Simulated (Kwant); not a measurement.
System: Ge/Si0.2Ge0.8 stack with 2 barriers. One parabolic valley. Leads of mass 0.12 mₑ with the band edge at 0; grid 0.1 nm; bias swept from 0.0048 to 0.18 V, dropping linearly over the stack. Emitter Fermi level 0.015 eV, 4 K, equal in the collector.

```json
[
 {"layer": "1", "thickness (nm)": "3", "band offset (eV)": "0.12", "mass (mₑ)": "0.14"},
 {"layer": "2", "thickness (nm)": "3.1", "band offset (eV)": "0", "mass (mₑ)": "0.12"},
 {"layer": "3", "thickness (nm)": "3.9", "band offset (eV)": "0.12", "mass (mₑ)": "0.14"}
]
```

Constants are typed, rounded textbook-type inputs, not results; the design itself was drawn at random and stands for no fabricated device.

Computed with Kwant: one-band effective-mass tight-binding model in one dimension, coherent, no space charge, current by the Tsu-Esaki formula.

Sweep values stay those of the base run.

The temperature was swept, all else fixed.

```tsv
temperature (K)	first peak current (A/cm²)	J (A/cm²) at bias = 0.04709 V	J (A/cm²) at bias = 0.08938 V	J (A/cm²) at bias = 0.1800 V
4	54600	140	2230	5320
77	___	___	___	___
150	127000	26700	90200	27200
300	293000	135000	264000	144000
```

### Question
Fill in the missing entries.

### Answer

- 77, first peak current (A/cm²): 76300
- 77, J (A/cm²) at bias = 0.04709 V: 2510
- 77, J (A/cm²) at bias = 0.08938 V: 28600
- 77, J (A/cm²) at bias = 0.1800 V: 10600
